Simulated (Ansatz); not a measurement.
Functionals compared on a constructed model of the (111) surface of fcc Pt, a pseudomorphic layer of Ag in the host's stacking (bottom of the slab: a bare face, its two planes held), in Ansatz (plane waves, PAW). The structure was relaxed with PBE; the other rows are single points on it. Cutoff 420 eV (500 eV for r2SCAN).

Set-up: 7 atoms, 13.9 Å thick at the start; mesh 15x15x1; 0.1 eV smearing; dipole correction on; 2 atoms held, the rest relaxed; start symmetry kept, larger cells not searched; no spin, no spin-orbit, no U. In PBE it is, or lies within 0.01 eV a 1x1 cell of, the lowest of the 2 structures of its composition computed so far; larger cells were not tried. These notes are the PBE run's.

```csv
functional,work function of the top face (eV),rough cost of the single point
PBE,4.73,–
RPBE,…,very roughly 40 core-seconds
r2SCAN,4.70,around 70 core-seconds (rough)
```

Task: Fill in the missing entries.

Result: 
- RPBE, work function of the top face (eV): 4.53

Ansatz is a quantum-chemistry and plane-wave program.
